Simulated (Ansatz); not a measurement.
Structures of equal composition on the (111) surface of fcc Cu: (√3x√3)R30°, one Cu adatom; one added row of Cu in 3. The slabs share one bottom face, and each structure is named by its start. These are constructed structures in small cells; real faces may alloy, dewet or reconstruct in larger ones, and not all known structures of the face are among them. Slabs of about 11 Å, Fermi-Dirac smearing of 0.1 eV. Bottom of the slabs: a bare face, its two planes held. Relaxed from the named starts with such symmetry as they have, on meshes of like density; energies extrapolated to zero smearing; spin only where a row says so; no spin-orbit coupling, no U. Brackets mark spin-polarised runs, whose order is one that fits the cell. The cells differ, so small differences also carry the error of unlike k-meshes.

Computed with PBE (plane waves to 420 eV, PAW; Ansatz, an electronic-structure program).

Question: Put the candidates in order of energy per 1x1 cell, lowest first, for PBE.

Answer: one added row of Cu in 3 (0.00 eV), (√3x√3)R30°, one Cu adatom (0.12 eV)
